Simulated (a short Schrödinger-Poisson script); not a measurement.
System: MOS inversion layer, Si3N4 on p-type Si(100), at 300 K.

```
layer  material  thickness (nm)  Na (cm⁻³)
-----  --------  --------------  ---------
1         Si3N4             2.8          -
2            Si             690     3.9e17
```

Constants are typed, rounded textbook-type inputs, not results; the design itself was drawn at random and stands for no fabricated device. Si3N4: permittivity 7.5, conduction-band edge (eV) 1.95, gap (eV) 5.1, electron mass (mₑ) 0.5. Si: permittivity 11.7, conduction-band edge (eV) 0, gap (eV) 1.124, Nv at 300 K (cm⁻³) 3.1e19.

Channel valleys (confinement mass, in-plane density-of-states mass, number): Δ2 0.916, 0.19, 2; Δ4 0.19, 0.417, 4. At the gate the conduction-band edge of layer 1 lies 2.17 eV − eVg above the Fermi level of the channel; the field vanishes at the back. Gaps are held at their typed values at every temperature. Mesh 0.03 nm at interfaces.

Solved with a short Schrödinger-Poisson script written for these runs: 1D Poisson equation in equilibrium, electrons quantum, Hartree (BenDaniel-Duke, 12 states a valley, the channel's in-plane mass for all, wave functions free to enter the dielectric), parabolic valleys, classical holes, full ionisation, no traps, pinning or gate leakage.

At Vg = 1.05 V the centroid of the electrons lies 1.44 nm from the interface.

### Question
Estimate the gate capacitance as the dielectric in series with that distance, and compare.

### Answer
The dielectric alone has 2.37 μF/cm²; in series with 1.44 nm of the channel's permittivity, 1.78 μF/cm²; the run gives 1.88 μF/cm². The estimate leaves out the density-of-states capacitance and the centroid's move with voltage.
